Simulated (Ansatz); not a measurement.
Functionals compared on the (321) surface of fcc Ir in its 1x1 cell, outermost plane spacing 0.52 Å in the ideal cut, in Ansatz (plane waves, PAW). The structure was relaxed with PBE; the other rows are single points on it, each with its references at the same level. Cutoff 420 eV (500 eV for r2SCAN).

Set-up: 21 atoms, 10.3 Å thick at the start (thin: gaps and levels are the slab's own); mesh 8x7x1; 0.1 eV smearing; dipole correction on; all atoms relaxed; symmetry of the start imposed; no spin, no spin-orbit, no U. These notes are the PBE run's.

```csv
functional,surface energy (J/m²),work function of the top face (eV),rough cost of the single point
PBE,2.87,5.07,–
LDA,3.51,5.42,around 5 core-minutes (rough)
PBEsol,3.34,5.18,very roughly 5 core-minutes
RPBE,(withheld),(withheld),roughly 5 core-minutes
r2SCAN,3.13,5.08,about 10 core-minutes (a rough figure)
```

Q: What belongs in the gaps?

A: 
- RPBE, surface energy (J/m²): 2.61
- RPBE, work function of the top face (eV): 4.91

Ansatz is an electronic-structure program.
